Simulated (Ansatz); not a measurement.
## C: biaxial strain +0.42 %, plane normal [111], relaxed out of plane

The reference is C in the diamond structure (space group Fd-3m, No. 227; a = 3.560 Å). Axes: x, y, z lie along the cube axes.

Modification: tensile biaxial strain of 0.42 % in the plane normal to [111], as in epitaxy on a mismatched substrate; the out-of-plane cell vector and the atoms relax.

The values are results of Ansatz (a program for electronic structure) r2SCAN, without spin-orbit coupling, not measurements. Settings: 16×16×16 k-points, 0.05 eV Fermi–Dirac smearing.

| quantity | base | changed | shift |
|---|---|---|---|
| volume per atom | 5.64 Å³ | 5.69 Å³ | +0.05 Å³ |
| space group | Fd-3m (No. 227) | R-3m (No. 166) | – |
| shortest interatomic distance | 1.542 Å | 1.541 Å | -0.0003 Å |
| energy relative to the base (free energy F) | 0 meV/atom | +0.8 meV/atom | +0.8 meV/atom |
| band gap | 4.36 eV | 4.34 eV | -0.02 eV |
| gap character | – | indirect, Γ → F–Γ (25 % along) | – |
| smallest direct gap | 5.90 eV | 5.82 eV | -0.073 eV |
| valence-band top at Γ (three highest levels, from the VBM) | 0.00, 0.00, 0.00 eV | 0.00, -0.01, -0.01 eV | – |
| out-of-plane strain | – | -0.04 % | – |
| mean in-plane stress (compression positive) | – | -5.3 GPa | – |

Stability against distortions was not tested. k-point labels follow each cell's own Brillouin zone.
